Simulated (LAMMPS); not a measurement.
MD from the crystal across the composition of LiCl (rock salt) with a share x of Cl sites F; all at 300 K and zero pressure.

Model: classical MD, pair style eim, file ffield.eim (LAMMPS).

```csv
x,volume,state,enthalpy,T (K)
0.25,15.602 ± 0.001 Å³/atom,crystal; no diffusion seen in 30 ps,-3.5070 ± 0.0001 eV/atom,300
0.42,14.121 ± 0.001 Å³/atom,crystal; no diffusion seen in 30 ps,-3.5575 ± 0.0003 eV/atom,300
0.75,10.754 ± 0.001 Å³/atom,solid that has left the starting structure; no diffusion seen in 30 ps,-3.8277 ± 0.0002 eV/atom,300
```

Caution: the random arrangement on this lattice is imposed, and need not be a phase that exists in equilibrium.

Caution: nuclei are classical, which matters for such light atoms.

States go by the mean squared displacement: a species diffuses where it passes 1.5 Å², still rises and gives D over 1e-6 cm²/s; a crystal has left its structure where atoms lie 0.35 Å off their sites on average or a cubic box changes its shape by 3 %, or the axial ratios of another lie 8 % off the starting cell's, which the potential's own relaxation can also do.

The ± values are statistical; the model's systematic error is not in them.
